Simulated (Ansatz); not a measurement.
**C: biaxial strain +2.93 %, plane normal [001], relaxed out of plane**

Start from C in the diamond structure (space group Fd-3m, No. 227; a = 3.560 Å). Axes: x, y, z lie along the cube axes.

Modification: tensile biaxial strain of 2.93 % in the plane normal to [001], as in epitaxy on a mismatched substrate; the out-of-plane cell vector and the atoms relax.

Level of theory: r2SCAN in Ansatz (plane waves to 500 eV, PAW, no spin-orbit coupling). Γ-centred 16×16×16 mesh, Fermi–Dirac width 0.05 eV.

- Volume per atom: 5.94 Å³ (base 5.64 Å³)
- Shortest interatomic distance: 2.965 bohr (base 2.913 bohr)
- Energy relative to the base (free energy F): +34 meV/atom
- Pressure (mean of the normal stresses, compression positive): -21.08 GPa (base 0.00 GPa)
- Band gap: 3.34 eV (base 4.36 eV)
- Gap character: indirect, Γ → Γ–M (75 % along)
- Smallest direct gap: 5.11 eV (base 5.90 eV)
- Electron mass: 1.4 mₑ along k, 0.28 mₑ across (off the special points) (base 1.8 mₑ along k, 0.28 mₑ across (off the special points))
- Valence-band top at Γ (three highest levels, from the VBM): 0.00, -0.52, -0.52 eV (base 0.00, 0.00, 0.00 eV)
- Out-of-plane strain: -0.62 %
- Ratio −ε⊥/ε∥: 0.21
- Mean in-plane stress (compression positive): -31.6 GPa

Masses are band curvatures over ±0.01 Å⁻¹ around the edge. Along k means along the line from Γ to the band edge. No phonon test of stability was made. Labels are those of the standard path for the cell's own space group.

Ansatz is a quantum-chemistry and plane-wave program.
